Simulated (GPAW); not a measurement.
Short convergence ladders for ZrAu (P4mm, 2 atoms in the cell)

```yaml
crystal:
  lattice:
    - [3.15616, 0.00000, 0.00000]
    - [0.00000, 3.15616, 0.00000]
    - [0.00000, 0.00000, 3.90579]
  atoms:
    - { symbol: Zr, position: [0.00000, 0.00000, 0.01280] }
    - { symbol: Au, position: [0.50000, 0.50000, 0.50000] }
```

Base method: PBEsol, GPAW PAW datasets PBEsol (made by gpaw-setup) (plane waves; GPAW).

Base settings: mode = pw; ecut = 600 eV; xc = PBEsol; kpts = 5 5 5; mesh shift (steps) = 0 0 0; occupations.name = methfessel-paxton; occupations.width = 0.1 eV; occupations.order = 0; nbands = -6; convergence.density = 1e-05 e/electron.

The count of work is k-points × plane waves × bands × iterations; it is no time. 

**The k-point mesh**

Only quantities that move along the ladder and can be compared are tabulated.

| kpts | free energy less the last step's (meV/atom) | pressure (GPa) | largest difference of a force vector from the last step's (eV/Å) | count of work / last |
|---|---|---|---|---|
| 2 2 2 | 0.98 | -4.88 | 0.074 | 0.042 |
| 3 3 2 | -83.04 | -4.36 | 0.175 | 0.032 |
| 3 3 3 | -31.94 | -4.36 | 0.086 | 0.033 |
| 5 5 4 | -4.10 | -1.74 | 0.006 | 0.095 |
| 5 5 5 | 8.97 | -2.02 | 0.012 | 0.091 |
| 7 7 6 | 3.46 | -1.91 | 0.022 | 0.22 |
| 9 9 7 | 0.97 | -2.59 | 0.006 | 0.37 |
| 13 13 11 | 0.00 | -2.28 | 0.000 | 1.0 |

Coarsest kpts that holds the forces within 0.02 eV/Å of the last step, with all finer ones: 9 9 7, at 0.37 of the last step's count of work; the step before is off by 0.022 eV/Å.

Coarsest kpts that holds the free energy within 2 meV/atom of the last step, with all finer ones: 9 9 7, at 0.37 of the last step's count of work; the step before is off by 3.5 meV/atom.

Coarsest kpts that holds the pressure within 1 GPa of the last step, with all finer ones: 5 5 4, at 0.095 of the last step's count of work; the step before is off by 2.1 GPa.

Two neighbours can agree and both be off: 3 3 2 and 3 3 3 differ by 0.00 GPa in the pressure, yet lie about 2.1 GPa from the last step.

**The k-point mesh at a smearing width of 0.3 eV**

In this ladder: occupations.width = 0.3 eV.

Only quantities that move along the ladder and can be compared are tabulated.

| kpts | free energy less the last step's (meV/atom) | pressure (GPa) | largest difference of a force vector from the last step's (eV/Å) | count of work / last |
|---|---|---|---|---|
| 4 4 3 | -104.11 | -3.15 | 0.041 | 0.021 |
| 7 7 5 | -0.98 | -1.83 | 0.010 | 0.067 |
| 9 9 8 | -1.76 | -2.29 | 0.001 | 0.15 |
| 14 14 11 | 0.20 | -2.14 | 0.002 | 0.48 |
| 17 17 14 | 0.00 | -2.15 | 0.000 | 1.0 |

Coarsest kpts that holds the forces within 0.005 eV/Å of the last step, with all finer ones: 9 9 8, at 0.15 of the last step's count of work; the step before is off by 0.010 eV/Å.

Coarsest kpts that holds the pressure within 0.05 GPa of the last step, with all finer ones: 14 14 11; the step before is off by 0.13 GPa.

Coarsest kpts that holds the free energy within 2 meV/atom of the last step, with all finer ones: 7 7 5, at 0.067 of the last step's count of work; the step before is off by 100 meV/atom.

**The mesh under tetrahedron occupations**

In this ladder: occupations.name = improved-tetrahedron-method; occupations.width = default; occupations.order = default.

Only quantities that move along the ladder and can be compared are tabulated.

```tsv
kpts	free energy less the last step's (meV/atom)	pressure (GPa)	largest difference of a force vector from the last step's (eV/Å)	count of work / last
4 4 4	-71.57	-3.22	0.085	0.039
7 7 6	-0.66	-2.08	0.016	0.081
10 10 8	-0.42	-2.30	0.015	0.26
16 16 13	0.13	-2.35	0.000	0.75
19 19 16	0.00	-2.39	0.000	1.0
```

Coarsest kpts that holds the free energy within 2 meV/atom of the last step, with all finer ones: 7 7 6, at 0.081 of the last step's count of work; the step before is off by 72 meV/atom.

Coarsest kpts that holds the pressure within 0.2 GPa of the last step, with all finer ones: 10 10 8, at 0.26 of the last step's count of work; the step before is off by 0.31 GPa.

Coarsest kpts that holds the forces within 0.005 eV/Å of the last step, with all finer ones: 16 16 13; the step before is off by 0.015 eV/Å.

On the base run: the starting cell comes from a database of computed structures (which also holds hypothetical and non-ambient phases and stackings), without a prior relaxation at this level. Its lattice was rescaled by up to half a per cent. One atom was moved a little off its site on purpose. Without a gap this mesh is coarse (it stands for a supercell whose shortest vector is 16 Å).
